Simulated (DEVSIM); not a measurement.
Schottky contact on p-type CdTe

Device: Schottky contact on p-type CdTe, at 300 K.

| layer (left to right) | material | thickness (μm) | Na (cm⁻³) | τn (s) | τp (s) |
|---|---|---|---|---|---|
| 1 | CdTe | 0.750 | 5.7e16 | 4.8e-10 | 4.8e-10 |

Left contact: Schottky, work function 4.61 eV, emission velocity 4.6e6 cm/s. Right contact: ohmic. Voltage is applied to the left contact. Recombination: SRH at mid-gap, Auger. Mobility is μmin + (μ − μmin)/(1 + (N/Nref)^α).

Constants are typed, rounded textbook-type inputs, not results; the design itself was drawn at random and stands for no fabricated device. Values at 300 K.

| parameter | CdTe |
|---|---|
| gap (eV) | 1.5 |
| affinity (eV) | 4.28 |
| permittivity | 10.2 |
| Nc (cm⁻³) | 8e17 |
| Nv (cm⁻³) | 1.8e19 |
| μn (cm²/Vs) | 1000 |
| μp (cm²/Vs) | 80 |
| μn,min | 100 |
| μp,min | 10 |
| Nref,n | 1e17 |
| Nref,p | 1e17 |
| αn | 0.6 |
| αp | 0.6 |
| Cn (cm⁶/s) | 1e-30 |
| Cp (cm⁶/s) | 1e-30 |

DEVSIM, 1D drift-diffusion, Boltzmann statistics, complete ionisation; no tunnelling, impact ionisation, image-force lowering or self-heating. Metal contacts follow the ideal Schottky-Mott rule: no Fermi-level pinning, no interface dipoles.

| Item | Result |
|---|---|
| Potential step across the device at zero bias | 1.021 V |
| Largest field in the device at zero bias | 140000 V/cm |
| Dark forward voltage at 1 A/cm² | 0.769 V |
| Dark forward voltage at 100 A/cm² | 0.914 V |

Dark forward current:

```json
[
 {"V (V)": "-0.05", "J (A/cm²)": "-2.2e-10"},
 {"V (V)": "-0.10", "J (A/cm²)": "-7.6e-10"},
 {"V (V)": "-0.20", "J (A/cm²)": "-6.4e-9"},
 {"V (V)": "-0.25", "J (A/cm²)": "-1.9e-8"},
 {"V (V)": "-0.30", "J (A/cm²)": "-6.2e-8"},
 {"V (V)": "-0.40", "J (A/cm²)": "-1.2e-6"},
 {"V (V)": "-0.45", "J (A/cm²)": "-6.5e-6"},
 {"V (V)": "-0.55", "J (A/cm²)": "-0.00026"},
 {"V (V)": "-0.60", "J (A/cm²)": "-0.0017"},
 {"V (V)": "-0.65", "J (A/cm²)": "-0.011"},
 {"V (V)": "-0.75", "J (A/cm²)": "-0.49"},
 {"V (V)": "-0.80", "J (A/cm²)": "-3.1"},
 {"V (V)": "-0.85", "J (A/cm²)": "-18"},
 {"V (V)": "-0.95", "J (A/cm²)": "-200"},
 {"V (V)": "-1.00", "J (A/cm²)": "-400"},
 {"V (V)": "-1.10", "J (A/cm²)": "-870"},
 {"V (V)": "-1.15", "J (A/cm²)": "-1100"},
 {"V (V)": "-1.20", "J (A/cm²)": "-1400"},
 {"V (V)": "-1.30", "J (A/cm²)": "-2000"},
 {"V (V)": "-1.35", "J (A/cm²)": "-2300"}
]
```

Small-signal capacitance in reverse bias (quasi-static):

| V (V) | C (nF/cm²) |
|---|---|
| 0.4 | 54.4 |
| 1 | 45.5 |
| 2 | 37.1 |
| 3 | 32.1 |
| 4 | 28.7 |
| 6 | 24.3 |
| 8 | 21.4 |
